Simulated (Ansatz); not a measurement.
The decay constant κ of evanescent states in the gap governs leakage through a thin film.

Consider the following.

```
CELL_PARAMETERS angstrom
      3.95140     0.00000     0.00000
      0.00000     3.95140     0.00000
      1.97570    -1.97570     2.79406
ATOMIC_POSITIONS crystal
  Na 0.00000 0.00000 0.00000
  Cl 0.50000 0.50000 0.00000
```

Space group of this cell: Fm-3m, rock salt. The cell is taken as given.

Transport runs along the normal of the first two printed cell vectors, the (001) plane of the conventional cell.

The gap is the functional's own. No spin-orbit coupling. Mid-gap values are interpolated on the energy grid.

Q: Estimate the band gap and the smallest decay constant κ at mid-gap that r2SCAN (Ansatz, an electronic-structure program) returns for this system.

A: Gap 6.02 eV on a 12×12×12 mesh; κ = 0.420 1/Å, at the zone centre.
